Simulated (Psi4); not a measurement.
Psi4 1.11, WB97X/def2-tzvp: Nb(F)4 ([F][Nb+]([F])([F])[F]), charge +1, multiplicity 1, 5 atoms. The geometry is a generated start, not checked to be a minimum at this level.

| Quantity | Value |
|---|---|
| task | energy |
| method | wb97x |
| basis | def2-tzvp |
| memory | 3 GB |
| maxiter | 100 |
| keys of the molecule block | symmetry c1 |
| scf_type | df (default) |
| e_convergence | 1e-06 (default) |
| d_convergence | 1e-06 (default) |
| dft_radial_points | 75 (default) |
| dft_spherical_points | 302 (default) |
| effective core potentials | those of the basis set, past Kr |
| basis functions | 164 |
| grid points | 109794 |

```xyz
5

Nb    -0.0048    -0.0002    -0.0048
F      1.1607     0.8324    -1.0325
F      0.8548    -1.1093     1.0598
F     -1.1445    -0.9091    -0.9957
F     -0.8663     1.1862     0.9732
```

Charge 1 and multiplicity 1 are set for this test and not shown to be the ground state.

With the defaults (damping_percentage = 0, diis = true, scf_initial_accelerator = adiis, diis_max_vecs = 10, guess = auto, which took SAD, diis_start = 1, level_shift = 0, level_shift_cutoff = 0.01, soscf = false, soscf_start_convergence = 0.01) it converges in 9 SCF iterations. One run each on 2 threads, with these changes:
- level_shift = 0.5, level_shift_cutoff = 0.001
- guess = gwh
- guess = sapgau
- damping_percentage = 60, diis = false, scf_initial_accelerator = none
- soscf = true, soscf_start_convergence = 0.1
- diis_max_vecs = 6
- diis_start = 4
- damping_percentage = 60
- diis_max_vecs = 3

Question: Which runs fail or end elsewhere than the default run?

Answer: No convergence: damping_percentage = 60; damping_percentage = 60, diis = false, scf_initial_accelerator = none (the run ends without SCF convergence in 100 iterations). The rest reach the solution of the defaults.

```
setting                                                                SCF iterations  JK calls             end
---------------------------------------------------------------------  --------------  --------  --------------
soscf = true, soscf_start_convergence = 0.1                                         6        22   same solution
the defaults                                                                        9        10   same solution
diis_max_vecs = 6                                                                   9        10   same solution
level_shift = 0.5, level_shift_cutoff = 0.001                                       9        10   same solution
guess = gwh                                                                        11        11   same solution
guess = sapgau                                                                     13        13   same solution
diis_max_vecs = 3                                                                  13        14   same solution
diis_start = 4                                                                     14        15   same solution
damping_percentage = 60                                                           100       101  no convergence
damping_percentage = 60, diis = false, scf_initial_accelerator = none             100       101  no convergence
```

An SOSCF iteration holds several JK calls; a Hückel guess adds calls on atoms.
